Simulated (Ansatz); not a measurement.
The reference is TiC in the rock salt structure (space group Fm-3m, No. 225; a = 4.328 Å; relaxed with 0.1 eV smearing). Axes: x, y, z lie along the cube axes.

The values are results of Ansatz (a first-principles code), r2SCAN, PAW, cutoff 500 eV, no spin-orbit coupling, not measurements.

Base values:

| Property | Value |
|---|---|
| Volume per atom | 10.13 Å³ |

Modification: uniaxial stress, 8 GPa tension along x, with the cell and atoms free to relax against it.

Task: Predict the new mean lateral Poisson ratio.

Result: The mean lateral Poisson ratio is 0.19.

Task: What does the calculation give for the secant Young's modulus along x after the change?

Result: The secant Young's modulus along x comes out as 430 GPa.

Task: Predict the new energy relative to the base.

Result: The energy rises by 4.8 meV/atom.

Task: What happens to the volume per atom?

Result: The volume per atom increases by 0.12 Å³, from 10.13 Å³ to 10.25 Å³.

Load acts through the strain it causes; cell and atoms are relaxed under it. Stability under load was not tested beyond the relaxation. The final runs are not spin-polarised.
